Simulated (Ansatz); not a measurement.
Results of PBEsol in Ansatz (plane waves, PAW) for Ti5Te4 (I4/m, No. 87).

Run with plane-wave cutoff 520 eV, 16×16×16 k mesh, Fermi–Dirac smearing 0.05 eV, no spin polarisation, scalar-relativistic PAW data made under PBE.

Shape and atoms are relaxed at each volume.

Pressure at four volumes; x = ln(V/20.658 Å³). One pressure is withheld.

```json
[
 {"V (Å³/atom)": "19.831", "x": "-0.0409", "P (GPa)": "3.51"},
 {"V (Å³/atom)": "20.658", "x": "0.0000", "P (GPa)": "0.00"},
 {"V (Å³/atom)": "21.071", "x": "0.0198", "P (GPa)": "-1.46"},
 {"V (Å³/atom)": "21.484", "x": "0.0392", "P (GPa)": "?"}
]
```

**Question.** Pass a parabola P(x) through the three rows shown, estimate the bulk modulus and its pressure derivative near zero pressure, and predict the withheld pressure.

**Answer.** Slopes between the rows: (0.00 − (3.51))/(0.0000 − (-0.0409)) = -85.82 and (-1.46 − (0.00))/(0.0198 − (0.0000)) = -73.74 GPa. Their difference over the span 0.0607 is c = 12.08/0.0607 = 199.0 GPa, so P(x) = 3.51 + (-85.82)(x − (-0.0409)) + 199.0 (x − (-0.0409))(x − (0.0000)). At the middle row B = −dP/dx = −[-85.82 + 199.0 × 0.0409] = 77.7 GPa, and B′ = dB/dP = 2c/B = 5.1. At x = 0.0392 the parabola gives -2.74 GPa; the run gives -2.75 GPa. The Birch–Murnaghan fit to the energies at all volumes has B0 = 77.7 GPa and B′ = 5.1.

Note: the bulk modulus comes from volumes at which shape and atoms were relaxed.

Spin–orbit coupling is not included; it can open a gap where bands touch, and shift volumes and moduli.

Ansatz is a first-principles code.
